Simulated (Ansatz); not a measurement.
# Ga interstitial (beta Si3N4 host)

Level of theory: PBE, PAW (plane waves to 420 eV; Ansatz, a first-principles code). A supercell of 84 sites (1×1×3 repeats of a cell of 28 atoms) was used; the energies come from a 2×2×2 shifted sampling of its zone. Site at the start: void with 6N6Si nearest. Charged cells carry a point-charge image correction with potential alignment at far atoms. Dielectric constants: PBE linear response of the host. Host gap at this level: 4.25 eV. A cell of this size leaves errors of a few tenths of an eV. The semilocal functional narrows the gap, so deep levels can fall outside it. Spin–orbit coupling is left out. Each state is the lowest found from its start.

Formation energies E_f are given with the Fermi level at the valence-band maximum. Chemical conditions: N-rich (Δμ(Ga) = -0.88 eV, bounded by wurtzite GaN; only phases computed here count, gases as isolated molecules at 0 K). Reference phases: Ga: alpha gallium.

The name describes the start; the neighbours show where the atoms ended.

Charges with a result: +3, +2, +1, 0. Others weren't obtained, and one of them could lie lower, also by skipping a charge.

```
charge         moment (μB)  largest move off a lattice site (Å)  neighbours of the last Ga atom of the defect at the end (Å)  image correction with alignment (eV)  E_f, N-rich (eV)  above the lowest spin state (eV)
------  ------------------  -----------------------------------  -----------------------------------------------------------  ------------------------------------  ----------------  --------------------------------
+3†     not spin-polarised                                 0.21               N 2.33, N 2.33, N 2.33, N 2.34, N 2.36, N 2.38                                  2.65                 –                              0.00
+3†                    0.0                                 0.21               N 2.33, N 2.33, N 2.33, N 2.34, N 2.36, N 2.37                                  2.65                 –                              0.01
+2†                    1.0                                 0.09               N 2.46, N 2.46, N 2.46, N 2.47, N 2.49, N 2.49                                  1.37                 –                              0.00
+1      not spin-polarised                                 0.11                                       N 2.51, N 2.52, N 2.53                                  0.49              2.38                              0.00
0                      1.0                                 0.12               N 2.61, N 2.62, N 2.62, N 2.62, N 2.63, N 2.63                                  0.00              5.75                              0.00
```

† Not settled in this cell, so no level is given: charge +3: level within 0.1 eV of a band edge or past it, an image correction of 2.6 eV; charge +2: level within 0.1 eV of a band edge or past it.

Starting moments that weren't kept: charge +3 began with 2 μB and ended with 0.0.

Transition levels above the valence-band maximum: ε(+1/0) = 3.37 eV. With a charge missing or unsettled, these needn't be thermodynamic levels.

Flagged in the runs: a host whose relaxation on this sampling wasn't shown to rest.
